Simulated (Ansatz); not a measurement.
BeSe: response to strain

Consider BeSe in the zinc blende structure (space group F-43m, No. 216; a = 5.0816 Å).

Strains are applied to the cell and any free atomic positions relax.

Calculations: LDA (Ansatz, an electronic-structure program; PAW; 420 eV plane waves; without spin-orbit coupling).

| isotropic strain (%) | band gap (eV) |
|---|---|
| -3 | 2.19 |
| -2.5 | 2.22 |
| -1.5 | 2.30 |
| -0.5 | ? |
| 0 | 2.40 |
| 0.5 | 2.43 |
| 2 | 2.52 |
| 2.5 | 2.55 |
| 3 | 2.58 |

Problem. Fit E_g = E₀ + Dε (ε in %) to the rows shown and predict the withheld row.

Solution. Least squares on the printed values gives E₀ = 2.39 eV, D = 65.1 meV per % of strain (largest residual 0.01 eV); this predicts 2.36 eV, and the run gives 2.37 eV, in agreement.

Stability against distortions was not tested.
